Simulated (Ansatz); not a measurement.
AlBiO3 (tetragonal polar perovskite start, 20-atom cell) (held in this type by symmetry, stable or not), space group P4mm.

The geometry comes from a PBE relaxation.

```xyz
20
Lattice="3.6484 3.6484 4.6164 -3.6484 3.6484 -4.6164 -3.6484 3.6484 4.6164" Properties=species:S:1:pos:R:3 pbc="T T T"
Al    -1.8242     5.4727     2.7503
Al    -1.8242     5.4727    -1.8661
Al    -1.8242     1.8242    -1.8661
Al    -5.4727     5.4727    -1.8661
Bi    -3.6484     3.6484     0.7308
Bi    -3.6484     3.6484    -3.8856
Bi     0.0000     3.6484     0.7308
Bi    -3.6484     7.2969     0.7308
O     -3.6484     5.4727     2.2032
O      0.0000     1.8242     2.2032
O      0.0000     5.4727     2.2032
O      0.0000     5.4727     6.8196
O     -1.8242     3.6484     2.2032
O     -5.4727     7.2969     2.2032
O     -1.8242     7.2969     6.8196
O     -1.8242     7.2969     2.2032
O     -1.8242     5.4727     4.5317
O     -1.8242     5.4727    -0.0847
O     -1.8242     1.8242    -0.0847
O     -5.4727     5.4727    -0.0847
```

Method: HSE06 (plane waves to 420 eV, PAW; Ansatz, a quantum-chemistry and plane-wave program). Scalar-relativistic, without spin–orbit coupling; with elements this heavy it can move edges by tenths of an eV. Its k-point mesh 3×3×3, Fermi–Dirac width 0.01 eV. HSE06 ran on meshes of its own (3×3×3); its edges and gaps are taken over the mesh and over extra points off it, mostly where PBE has its edges.

List the levels next to the gap at (-0.500, -0.500, -0.500) of this cell's own (folded) zone, from the top of the valence band (the table ends after a fixed count of bands, which can cut a degenerate set).


| band | E − E_v (eV) |
|---|---|
| v4 | -1.429 |
| v3 | -0.847 |
| v2 | 0.000 |
| v1 | 0.000 |
| c1 | 2.965 |
| c2 | 3.524 |
| c3 | 3.524 |
| c4 | 6.323 |
